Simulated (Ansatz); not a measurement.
## Sr: pressure 5 GPa

The reference is Sr in the fcc (Cu type) structure (space group Fm-3m, No. 225; a = 6.029 Å).

The change: a hydrostatic pressure of 5 GPa.

Computed with PBE in Ansatz (plane waves to 420 eV, PAW, no SOC). k-mesh 13×13×13 (Γ-centred); smearing 0.05 eV (Fermi–Dirac).

The volume per atom decreases by 13.00 Å³ (54.78 Å³ → 41.78 Å³) and the density rises by 0.826 g/cm³ to 3.48 g/cm³. The lattice parameter a decreases by 0.521 Å, from 6.029 Å to 5.508 Å and the shortest interatomic distance shrinks by 0.368 Å to 3.895 Å. The band gap becomes 0.05 eV (base: zero) (uncertain: the edges found look like a band crossing or inverted bands; the changed cell).

Load acts through the strain it causes; cell and atoms are relaxed under it. Stability against distortions was not tested. Measured, Sr leaves this structure (for bcc) near 3.5 GPa (temperature not stated; as listed in Olga Degtyareva, NATO science for peace and security series. B, Physics and biophysics (2010)).

Ansatz is a first-principles code.
